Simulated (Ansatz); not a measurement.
Amorphous Si$_{24}$O$_{53}$Nb$_{2}$, 79 atoms at 2.40 g/cm³, one PBE-relaxed geometry, zone centre. Methods: PBE, scalar-relativistic without spin-orbit coupling (Ansatz, a program for electronic structure); r2SCAN, scalar-relativistic without spin-orbit coupling (Ansatz); HSE06, scalar-relativistic without spin-orbit coupling (Ansatz). Plane waves to 420 eV (r2SCAN 500 eV); exact exchange is cut at the cell's faces. At PBE the levels at both edges of the gap are localised (band-tail or defect states), and the nearest spread-out levels lie 5.2 eV apart at the zone centre. The higher rungs were started with moments on some atoms, which died out.

It comes from a melt-quench run on a machine-learned potential (CHGNet), relaxed afterwards by DFT. O atoms were pushed apart under 1.9 Å during the dynamics, to hinder bonds among them. The hot cell started wider than the set density and was brought back towards it in steps. It is the lowest in DFT energy of 2 quenches. It is a model cell: composition and starting density were chosen by hand, and all elements were melted together. No dispersion term was used. Its density started from a set value of 2.40 and ended at 2.40 g/cm³. The quench (nominally 480 K/ps over its main leg) was far faster than any real one, so the model tends to hold more defects than a real film. One small periodic cell is one sample of the glass; other quenches scatter about these values. The volume was held where the preparation left it and the shape relaxed, at a PBE pressure of 1.6 GPa. Stress components on the final sampling reach 1.6 GPa.

The relaxation ran on the zone centre alone. At PBE the gap between localised states is 2.94 eV on a 2×2×2 Γ-centred mesh, and the spacing at the zone centre alone 2.94 eV.

What zone-centre spacing does r2SCAN give, roughly?

3.34 eV (+0.40 eV against PBE).

What zone-centre spacing does HSE06 give, roughly?

4.53 eV (+1.58 eV against PBE).

The highest filled and the lowest empty state spread over these numbers of atoms (participation numbers): PBE: 3.1 and 2.4; r2SCAN: 3.1 and 2.2; HSE06: 3.1 and 2.3.
